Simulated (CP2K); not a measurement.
Band structure of LaS₂ (P4/nmm, 6 atoms in the cell).

```
CELL_PARAMETERS angstrom
      4.04634     0.00000     0.00000
      0.00000     4.04634     0.00000
      0.00000     0.00000     8.31768
ATOMIC_POSITIONS crystal
  La 0.00000 0.50000 0.72423
  La 0.50000 0.00000 0.27577
  S  0.00000 0.50000 0.36397
  S  0.50000 0.00000 0.63603
  S  0.00000 0.00000 0.00000
  S  0.50000 0.50000 0.00000
```

Computed with PBEsol, GPW, DZVP-MOLOPT-SR-GTH basis, GTH-PBE potentials (GTH_POTENTIALS) (CP2K 2026.2).

Settings: CUTOFF = 500 Ry; REL_CUTOFF = 60 Ry; SMEAR/METHOD = FERMI_DIRAC; ELECTRONIC_TEMPERATURE = 1160.45 K; KPOINTS/SCHEME = MONKHORST-PACK 7 7 4; GAMMA_CENTERED = T; XC_FUNCTIONAL = PBE:PBESOL; La/BASIS_SET = DZVP-MOLOPT-SR-GTH-q11; La/POTENTIAL = GTH-PBE-q11; S/BASIS_SET = DZVP-MOLOPT-SR-GTH-q6; S/POTENTIAL = GTH-PBE-q6; METHOD = GPW; EPS_DEFAULT = 1e-10; EXTRAPOLATION = USE_GUESS.

The starting cell comes from a database of computed structures (which also holds hypothetical and non-ambient phases and stackings), without a prior relaxation at this level. Values carry the incompleteness of an atom-centred basis. The potentials were made for another functional than the one used.

Levels in eV from the Fermi level, bands 19 to 24:
```
point     19     20     21     22     23     24
-----  -----  -----  -----  -----  -----  -----
Γ      -2.19  -1.29  -1.29  -0.49   0.01   0.79
X      -2.36  -2.36  -2.27  -2.27  -1.72  -1.72
M      -2.46  -2.46  -1.59  -1.59   1.75   1.75
Z      -2.27  -1.61  -1.23  -1.23   0.58   0.83
R      -2.35  -2.35  -2.20  -2.20  -1.22  -1.22
A      -1.96  -1.96  -1.59  -1.59   1.75   1.75
```

Bands cross the Fermi level along this path, so the cell is metallic at this level.

Higher empty bands are left out: an atom-centred basis made for the valence describes them poorly.
